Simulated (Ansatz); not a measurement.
# Ge under a change: Ge → Sn

The parent structure is Ge in the diamond structure (space group Fd-3m, No. 227; a = 5.673 Å).

The change: every Ge is replaced by Sn; the structure is relaxed again.

The values are results of Ansatz (a program for electronic structure), r2SCAN, PAW, cutoff 500 eV, without spin-orbit coupling, earlier PAW set, not measurements. k-mesh 12×12×12 (Γ-centred); smearing 0.05 eV (Fermi–Dirac), for the changed cell.

The volume per atom increases by 12.606 Å³ (22.82 Å³ → 35.42 Å³) and the density rises by 0.278 g/cm³, from 5.29 g/cm³ to 5.56 g/cm³. The lattice parameter a goes up by 0.8957 Å, from 5.673 Å to 6.568 Å and the shortest interatomic distance rises by 0.388 Å to 2.844 Å. The band gap goes from 0.37 eV to zero.

Gaps are read on the SCF mesh and a high-symmetry path. Stability against distortions was not tested.
